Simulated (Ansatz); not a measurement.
1T (CdI2-type) PtTe2 was calculated with LDA (Ansatz, an electronic-structure program, PAW).

Settings: plane-wave cutoff 520 eV, 18×18×12 k mesh (along the axes of the cell as run), Fermi–Dirac smearing 0.071 eV (set by the program), scalar-relativistic PAW data made under PBE.

Computed at the level's own relaxed cell.

Task: What does this level give for the elastic constant C12, elastic constant C11, elastic constant C13, Young modulus, Poisson ratio, elastic constant C33, elastic constant C44 and elastic constant C66?

Result: 
- elastic constant C12 = 58.6 GPa
- elastic constant C11 = 174 GPa
- elastic constant C13 = 45.6 GPa
- Young modulus = 107 GPa
- Poisson ratio = 0.256
- elastic constant C33 = 75.6 GPa
- elastic constant C44 = 44.4 GPa
- elastic constant C66 = 57.6 GPa

Elastic constants are with the ions relaxed.

Spin–orbit coupling is not included.

Computed values are for the static lattice.

It cost around 50 core-minutes (rough) of CPU time.
